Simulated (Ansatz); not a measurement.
**PBE against r2SCAN: GaAs, Ga interstitial (started 2.45 Å from the nearest host atom)**

Take an 8-atom supercell of GaAs in the zinc blende structure (space group F-43m, No. 216; a = 5.7461 Å) at its relaxed geometry as the base.

(Cell as relaxed with PBE.)

Levels (all Ansatz, a program for electronic structure, PAW, earlier PAW set): PBE (420 eV, no SOC); r2SCAN (500 eV, no spin-orbit coupling).

Each level relaxes its own structure.

It is then changed as follows: one Ga atom is added in an open site, starting 2.49 Å from the nearest host atom, atoms relaxed at fixed cell, starting from a slightly rattled geometry.

```json
[
 {"quantity": "final site of the added atom", "PBE": "4 As at 2.57 Å (tetrahedral)", "r2SCAN": "___"},
 {"quantity": "pressure", "PBE": "9.6 GPa", "r2SCAN": "___"},
 {"quantity": "largest displacement of a host atom from its site in the perfect cell", "PBE": "0.08 Å", "r2SCAN": "___"}
]
```

Problem. Predict the r2SCAN column.

Solution. 
- final site of the added atom, r2SCAN: 4 As at 2.53 Å (tetrahedral)
- pressure, r2SCAN: 11.1 GPa
- largest displacement of a host atom from its site in the perfect cell, r2SCAN: 0.09 Å

They disagree on the final site of the added atom; PBE's pressure lies 1.5 GPa below r2SCAN's. Neither level is exact; r2SCAN is the comparison here, not a measurement.

The magnetic state is the one reached from the starting moments; the real material's order can differ, and small cells can't hold many antiferromagnetic ones. In so small a cell the defect repeats every few ångströms: this is an ordered compound, not a dilute defect. A case with no gap was solved on a k-mesh chosen for an insulator, which is coarse for it. Starting moments died away, wholly or in part, for Ga interstitial (started 2.49 Å from the nearest host atom) and Ga interstitial (started 2.45 Å from the nearest host atom); another magnetic solution may exist.
